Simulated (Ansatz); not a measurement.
## Al, response to strain

Take Al in the fcc (Cu type) structure (space group Fm-3m, No. 225; a = 3.994 Å; relaxed with 0.1 eV smearing) as the base. Axes: x, y, z lie along the cube axes.

Strains are applied to the cell and any free atomic positions relax; under biaxial strain the out-of-plane vector relaxes too.

Calculations: r2SCAN (Ansatz, a quantum-chemistry and plane-wave program), spin-orbit coupling left out.

Notes on the quantities. energy relative to the base: free energy F.

```tsv
biaxial strain, plane normal [111], relaxed out of plane (%)	energy relative to the base (meV/atom)
0	0.0
0.42	0.3
0.83	?
1.25	2.2
1.67	3.9
2.08	6.1
2.5	8.7
```

### Question
Fit ΔE = Aε² + Bε³ (ε in %) to the rows shown and predict the withheld row.

### Answer
Least squares on the printed values gives A = 1.44 and B = -0.017 meV/atom (largest residual 0.0 meV/atom); this predicts 1.0 meV/atom, and the run gives 1.0 meV/atom, in agreement.

No phonon test of stability was made.
